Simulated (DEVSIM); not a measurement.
System: Pt/La2O3/p-Ge capacitor, at 300 K.

Layer 1 from the left is La2O3, thickness (nm) 17.0. Layer 2 from the left is Ge, thickness (nm) 380, Na (cm⁻³) 2.4e18.

Metal gate on the left, work function 5.6 eV. Fixed charge at the semiconductor interface 0 cm⁻² (in units of +e); no interface traps.

The device is made up for the run: typed textbook-type constants, with dimensions and the other settings drawn at random. Values at 300 K.

La2O3: gap (eV) 5.8, affinity (eV) 1.8, permittivity 27. Ge: gap (eV) 0.664, affinity (eV) 4, permittivity 16, Nc (cm⁻³) 1.04e19, Nv (cm⁻³) 6e18.

Q: Estimate by hand the flat-band voltage, the threshold voltage, and compare with a numerical solution.

A: 
- Flat-band voltage: C = 1.41 μF/cm², work-function difference 0.960 V; VFB = φms − qNf/C = 0.96 V; numerical 0.96 V.
- Threshold voltage: φF = 0.301 V, depletion charge √(4εqNφF) = 8.10e-7 C/cm²; VT = VFB + 2φF + Qd/C = 2.14 V; numerical 2.14 V.

Simulated with DEVSIM: 1D Poisson equation in equilibrium, Boltzmann statistics, complete ionisation; no quantum confinement or tunnelling. Metal contacts follow the ideal Schottky-Mott rule: no Fermi-level pinning, no interface dipoles.
